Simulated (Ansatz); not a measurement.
Worked example: self-consistent single point of RePt (R-3m, 2 atoms in the cell) in Ansatz (a quantum-chemistry and plane-wave program).

Method: PBEsol, PAW files made with PBE (plane waves; Ansatz).

```
RePt
1.0
    1.38619     0.80032     4.57273
   -1.38619     0.80032     4.57273
    0.00000    -1.60063     4.57273
Re Pt
1 1
Direct
  0.50000   0.50000   0.50000
  0.00000   0.00000   0.00000
```

Reference input (self-consistent single point, DFT, LDA (PW92), plane waves, PAW files made with PBE): kpoints.mp_grid.grid = 15 15 15; hamiltonian.xc = lda; hamiltonian.pseudopotentials = {kind: paw} (the program's default PAW files); scf.occupations.method = fermi_dirac; scf.occupations.width = 0.136 eV. This run's input differs from it in these lines:

Ansatz 0.2 input:
```diff
@@ -13,3 +13,3 @@
 hamiltonian:
-  xc: lda
+  xc: pbesol
   pseudopotentials:
```

Output, abridged:

```
SCF iter   1: F=—  HF=-23130.187106 eV  |F-HF|=—  |Δ(HF+E_count)|=         —  Δρ=2.80e-1  dr2=6.29e1  ethr=3.10e-3  ⟨swp⟩=4.4  Hψ=27743  notcnv=0
all-band conjugate gradients solve this SCF's bands
preconditioner: auto → Kerker (q_TF=auto, 2.765 Å⁻¹)
SCF iter   2: F=—  HF=-23125.750350 eV  |F-HF|=—  |Δ(HF+E_count)|=    4.44e0  Δρ=1.46e-1  dr2=1.94e1  ethr=3.10e-3  ⟨swp⟩=2.2  Hψ=14955  notcnv=0
   [... lines left out ...]
SCF iter   5: F=—  HF=-23123.797419 eV  |F-HF|=—  |Δ(HF+E_count)|=   1.09e-2  Δρ=2.30e-3  dr2=2.60e-3  ethr=2.72e-4  ⟨swp⟩=1.0  Hψ=7536  notcnv=0
SCF iter   6: F=—  HF=-23123.796975 eV  |F-HF|=—  |Δ(HF+E_count)|=   4.44e-4  Δρ=5.24e-4  dr2=6.05e-5  ethr=7.89e-6  ⟨swp⟩=2.0  Hψ=10926  notcnv=0
SCF iter   7: F=—  HF=-23123.796965 eV  |F-HF|=—  |Δ(HF+E_count)|=   1.04e-5  Δρ=6.68e-5  dr2=1.55e-6  ethr=1.83e-7  ⟨swp⟩=2.4  Hψ=11015  notcnv=0
SCF iter   8: F=-23123.796965 eV  HF=-23123.796965 eV  |F-HF|=2.25e-8  |Δ(HF+E_count)|=   1.91e-7  Δρ=1.68e-5  dr2=5.02e-8  ethr=3.03e-10  ⟨swp⟩=5.3  Hψ=30122  notcnv=0
SCF 1 converged in 8 iterations: F = -23123.796965 eV  dr2 = 5.02e-8
Free energy (F): -23123.796965 eV
Internal energy: -23123.692647 eV  (E = F + TS)
E sigma→0 (E₀):  -23123.744806 eV
Entropy (-TS):   -0.104318 eV (-52.159 meV/atom)
Fermi energy:    23.421223 eV
--- Forces (eV/Å), atoms counted from 1 ---
  atom   1  Re     0.00000000     0.00000000     0.00000000
  atom   2  Pt    -0.00000000     0.00000000     0.00000000
--- Stress (GPa, compression-positive) ---
      -12.497795       0.000000      -0.000000
        0.000000     -12.497795      -0.000000
       -0.000000       0.000000     -11.656460
  P = ⅓ Tr σ = -12.2173 GPa (-122.173 kbar)
  The stress holds the Pulay correction. Without it, at fixed plane waves, as pw.x and ABINIT print it: P = -12.2907 GPa
```

The run converged in 8 iterations. Against the reference run the pressure goes from -17.50 to -12.22 GPa.

The starting cell comes from a database of computed structures (which also holds hypothetical and non-ambient phases and stackings), without a prior relaxation at this level. Spin polarisation is off. With a pressure of about -12 GPa the cell is away from its equilibrium volume at this level. Ansatz's pressure includes its estimate of the finite-basis (Pulay) stress.
